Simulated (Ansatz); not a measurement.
A constructed model of the (111) surface of fcc Pt, a layer of Au in place of the second plane (bottom of the slab: a bare face, its two planes held)

Level of theory: PBE (plane waves to 420 eV, PAW; Ansatz, a first-principles code).

Model: 6-atom slab, 11.5 Å thick at the start, 15x15x1 mesh, Fermi-Dirac 0.1 eV, dipole correction, 2 atoms held, the rest relaxed; held to the start's symmetry, so lower structures may exist; no spin, no spin-orbit, no U. In PBE it is, or lies within 0.01 eV a 1x1 cell of, the lowest of the 2 structures of its composition computed so far; larger cells were not tried.

| Item | Value |
|---|---|
| work function of the top face | 5.83 eV |
| energy released by relaxation | 0.071 eV |
| cost | very roughly 2.3 core-minutes |
